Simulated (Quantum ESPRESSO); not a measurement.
Quantum ESPRESSO run on AlNi (Pm-3m, 2 atoms in the cell): self-consistent single point.

Computed with PBE, PseudoDojo standard norm-conserving (PBE) pseudopotentials (plane waves; Quantum ESPRESSO).

The change in words: lattice scaled by 0.98. Reference geometry:
```
AlNi
1.0
    2.82139     0.00000     0.00000
    0.00000     2.82139     0.00000
    0.00000     0.00000     2.82139
Al Ni
1 1
Direct
  0.50000   0.50000   0.50000
  0.00000   0.00000   0.00000
```

Reference input (self-consistent single point, DFT, PBE, plane waves, PseudoDojo standard norm-conserving (PBE) pseudopotentials): ecutwfc = 100 Ry; occupations = smearing; smearing = gaussian; degauss = 0.019992 Ry; potentials = {Al: Al.upf, Ni: Ni.upf}; K_POINTS = automatic 9 9 9 0 0 0; conv_thr = 1e-10 Ry. This run's input differs from it in these lines:

```diff
@@ -29,5 +29,5 @@
 CELL_PARAMETERS angstrom
-   2.8213900000     0.0000000000     0.0000000000
-   0.0000000000     2.8213900000     0.0000000000
-   0.0000000000     0.0000000000     2.8213900000
+   2.7649620000     0.0000000000     0.0000000000
+   0.0000000000     2.7649620000     0.0000000000
+   0.0000000000     0.0000000000     2.7649620000
```

Output (repeated stretches shortened):

```
     Self-consistent Calculation

     iteration #  1     ecut=   100.00 Ry     beta= 0.70

     Threshold (ethr) on eigenvalues was too large:
     Diagonalizing with lowered threshold

     total energy              =    -340.23470608 Ry
     estimated scf accuracy    <       0.10892476 Ry

     iteration #  2     ecut=   100.00 Ry     beta= 0.70

     total energy              =    -340.17489061 Ry
     estimated scf accuracy    <       0.83029522 Ry

     iteration #  3     ecut=   100.00 Ry     beta= 0.70

     total energy              =    -340.29523601 Ry
     estimated scf accuracy    <       0.00197264 Ry

   [... 5 blocks of this kind left out ...]

     iteration #  9     ecut=   100.00 Ry     beta= 0.70

     total energy              =    -340.29568593 Ry
     estimated scf accuracy    <          4.1E-09 Ry

     iteration # 10     ecut=   100.00 Ry     beta= 0.70
     End of self-consistent calculation

     the Fermi energy is    16.4485 ev

!    total energy              =    -340.29568593 Ry
     estimated scf accuracy    <          9.2E-11 Ry
     smearing contrib. (-TS)   =      -0.00201348 Ry
     internal energy E=F+TS    =    -340.29367245 Ry

     convergence has been achieved in  10 iterations

     Forces acting on atoms (cartesian axes, Ry/au):

     atom    1 type  1   force =     0.00000000    0.00000000    0.00000000
     atom    2 type  2   force =     0.00000000    0.00000000    0.00000000

     Total force =     0.000000     Total SCF correction =     0.000000

          total   stress  (Ry/bohr**3)                   (kbar)     P=      288.80
   0.00196319   0.00000000   0.00000000          288.80        0.00        0.00
   0.00000000   0.00196319   0.00000000            0.00      288.80        0.00
   0.00000000   0.00000000   0.00196319            0.00        0.00      288.80

   JOB DONE.
```

The run converged in 10 iterations. Against the reference run the free energy goes up by 86.9 meV/atom and the pressure goes from 13.98 to 28.88 GPa.

The starting cell comes from a database of computed structures (which also holds hypothetical and non-ambient phases and stackings), without a prior relaxation at this level. Its lattice was rescaled by a random factor within 2.5 % of one. For this run, on top of that: lattice scaled by 0.98. Spin polarisation is off. With a pressure of about 29 GPa the cell is away from its equilibrium volume at this level.

Cost on one core of a shared machine: roughly 30 s.
